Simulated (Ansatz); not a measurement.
## Effect of isotropic strain −0.33 % on SrPb3

Take SrPb3 in the Cu3Au type structure (space group Pm-3m, No. 221; a = 4.942 Å; a cell from a computed database, its experimental status unchecked) as the base.

Perturbation: the cell is scaled by 0.9967 in all directions, atoms relaxed at fixed cell.

Computed with PBEsol (Ansatz, an electronic-structure program, PAW, no spin-orbit coupling). Γ-centred 10×10×10 mesh, Fermi–Dirac width 0.05 eV.

The volume per atom falls by 0.30 Å³ to 29.88 Å³ and the space group remains Pm-3m (No. 221). The shortest interatomic distance shrinks by 0.022 bohr to 6.582 bohr and the energy grows by 0.4 meV/atom. The band gap stays zero.

No phonon test of stability was made.
